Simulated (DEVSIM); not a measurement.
Device: Cr/SiO2/p-Si capacitor, at 350 K.

```csv
layer (left to right),material,thickness (nm),Na (cm⁻³)
1,SiO2,16.0,-
2,Si,3400,2.9e16
```

Metal gate on the left, work function 4.5 eV. Fixed charge at the semiconductor interface 1.1e11 cm⁻² (in units of +e); no interface traps.

Constants are typed, rounded textbook-type inputs, not results; the design itself was drawn at random and stands for no fabricated device. Values at 300 K; Nc and Nv go as T^1.5, mobilities as T to minus their exponent, the gap by Varshni's rule with the affinity fixed.

```csv
parameter,SiO2,Si
gap (eV),9,1.124
affinity (eV),0.9,4.05
permittivity,3.9,11.7
Nc (cm⁻³),-,2.86e19
Nv (cm⁻³),-,3.1e19
Varshni α (eV/K),-,0.000473
Varshni β (K),-,636
```

Simulated with DEVSIM: 1D Poisson equation in equilibrium, Boltzmann statistics, complete ionisation; no quantum confinement or tunnelling. Metal contacts follow the ideal Schottky-Mott rule: no Fermi-level pinning, no interface dipoles.

Task: Give the band bending (positive: bands bend down) and minority sheet density.

Result: 
| Vg (V) | ψs (V) | minority carriers (cm⁻²) |
|---|---|---|
| -2.3 | -0.181 | < 1e8 |
| -2 | -0.170 | < 1e8 |
| -1.7 | -0.155 | < 1e8 |
| -1.4 | -0.137 | < 1e8 |
| -1.1 | -0.111 | < 1e8 |
| -0.8 | -0.070 | < 1e8 |
| -0.5 | 0.009 | < 1e8 |
| -0.2 | 0.161 | < 1e8 |
| 0.1 | 0.363 | < 1e8 |
| 0.4 | 0.586 | 5.9e8 |
| 0.7 | 0.753 | 1.2e11 |
| 1 | 0.801 | 4.5e11 |
| 1.3 | 0.826 | 8.1e11 |
| 1.6 | 0.843 | 1.2e12 |
| 1.9 | 0.856 | 1.6e12 |
| 2.2 | 0.867 | 2.0e12 |
| 2.5 | 0.876 | 2.4e12 |
